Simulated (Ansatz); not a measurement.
ZnSe under load (space group F-43m), Ansatz (a quantum-chemistry and plane-wave program) with r2SCAN with spin-orbit coupling, rigid bands. Condition of this run: hydrostatic pressure 5 GPa (the target of the relaxation). Band gap 2.03 eV, N_c = 1.29e18 cm⁻³ and N_v = 2.38e19 cm⁻³ at 300 K, conductivity masses of 0.143 mₑ (electrons) and 0.625 mₑ (holes). Take k_BT = 0.02585 eV.

Task: What thermal injection velocity √(2k_BT/πm) limits a ballistic channel?

Result: 1.42e7 cm/s for electrons and 6.81e6 cm/s for holes, a ratio of √(m_h/m_e) = 2.09, for dilute carriers.

Task: A film of it is 5 nm thick. Estimate the confinement energies in an infinite well.

Result: ħ²π²/(2m t²) = 0.376 eV·nm²/(m/mₑ × t²) gives 105 meV for electrons and 24.1 meV for holes, so the gap would widen to about 2.16 eV. Finite barriers and nonparabolic bands lower this, and with several valleys or bands the heaviest mass along the normal sets the lowest level, not this average.

Task: Find the intrinsic carrier density and the intrinsic Fermi level.

Result: n_i = √(N_c N_v) exp(−E_g/2k_BT) = 5.54e18 × exp(−39.26) = 4.9e1 cm⁻³. The level lies (k_BT/2) ln(N_v/N_c) = 38 meV from mid-gap (positive towards the conduction band). Each 0.1 eV added to the gap lowers n_i by a factor of 6.9.

Rigid bands with the computed gap; masses take one relaxation time for all states.
